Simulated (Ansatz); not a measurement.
Given:

```
CELL_PARAMETERS angstrom
      0.00000     2.70022     2.70022
      2.70022     0.00000     2.70022
      2.70022     2.70022     0.00000
ATOMIC_POSITIONS crystal
  Si 0.00000 0.00000 0.00000
  Si 0.25000 0.25000 0.25000
```

All values below come from PBE with spin-orbit coupling, rigid bands (plane waves, PAW; Ansatz, a first-principles code). Condition of this run: hydrostatic pressure of 1.8 GPa (compression positive) (the target of the relaxation). Cell: cell and atoms relaxed with PBEsol, then loaded as said.

Question: Predict the hole conductivity mass (n e² τ/σ) at 300 K, by direction if it differs.

Answer: 0.36 mₑ.

Question: Predict the electron conductivity mass (n e² τ/σ) at 300 K, by direction if it differs.

Answer: 0.29 mₑ.

Question: And the band gap?

Answer: 0.53 eV at this level; semilocal functionals usually fall short of the measured gap.

Rigid bands, one relaxation time for all states, no polarons. Geometry: cell and atoms relaxed with PBEsol.
